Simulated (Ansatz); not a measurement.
## Sr: x(Y) = 0.667, 3 atoms, I4/mmm

Start from Sr in the fcc (Cu type) structure (space group Fm-3m, No. 225; a = 6.100 Å).

The other end (x = 1) is Y in the fcc (Cu type) structure (space group Fm-3m, No. 225; a model cell): 33.21 Å³/atom, gap zero; this end may not be an ambient phase.

Now apply this change: a fraction x = 0.667 of the Sr sites is given to Y, ordered in a cell of 3 atoms (starting symmetry I4/mmm) and fully relaxed.

Method: r2SCAN (Ansatz, a first-principles code), no spin-orbit coupling. k-mesh 17×17×17 (Γ-centred); smearing 0.05 eV (Fermi–Dirac), for the changed cell.

```tsv
quantity	base	changed	shift
volume per atom	56.74 Å³	39.09 Å³	-17.65 Å³
density	2.56 g/cm³	3.76 g/cm³	+1.194 g/cm³
shortest interatomic distance	4.313 Å	3.481 Å	-0.832 Å
band gap	zero	zero	–
mixing energy (to 0.01 eV only: unlike meshes or grids)	–	+0.12 eV/atom	–
deviation of the volume from the linear (Vegard-type) interpolation	–	-4.8 %	–
```

Final structure:

```
CELL_PARAMETERS angstrom
     -1.91390     1.91390     8.00366
      1.91390    -1.91390     8.00366
      1.91390     1.91390    -8.00366
ATOMIC_POSITIONS crystal
  Y  0.68162 0.68162 0.00000
  Sr 0.00000 0.00000 0.00000
  Y  0.31838 0.31838 0.00000
```

Each cell is one ordered arrangement of few atoms, which overstates ordering effects compared with a random alloy. No phonon test of stability was made. The final runs are not spin-polarised. SrY2 has a high density of states at the Fermi level and may be magnetic at this level. This is not the structure that Y has at room temperature and ambient pressure.
